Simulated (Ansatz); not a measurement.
**Si, response to strain**

Take Si in the diamond structure (space group Fd-3m, No. 227) as the base.

```
CELL_PARAMETERS angstrom
      0.00000     2.72216     2.72216
      2.72216     0.00000     2.72216
      2.72216     2.72216     0.00000
ATOMIC_POSITIONS crystal
  Si 0.00000 0.00000 0.00000
  Si 0.25000 0.25000 0.25000
```

Cartesian axes are those of the cell as printed.

Strains are applied to the cell and any free atomic positions relax.

Level of theory: DFT with r2SCAN, PAW potentials and a 500 eV plane-wave cutoff in Ansatz (a program for electronic structure), spin-orbit coupling left out.

Notes on the quantities. energy relative to the base: free energy F.

```csv
uniaxial strain ε_zz (%),energy relative to the base (meV/atom)
-3,9.7
-2.5,?
-2,4.3
-1.5,2.4
-1,1.1
-0.5,0.3
0,0.0
```

Q: Fit ΔE = Aε² + Bε³ (ε in %) to the rows shown and predict the withheld row.

A: Least squares on the printed values gives A = 1.07 and B = -0.0019 meV/atom (largest residual 0.0 meV/atom); this predicts 6.7 meV/atom, and the run gives 6.7 meV/atom, in agreement.

No phonon test of stability was made.
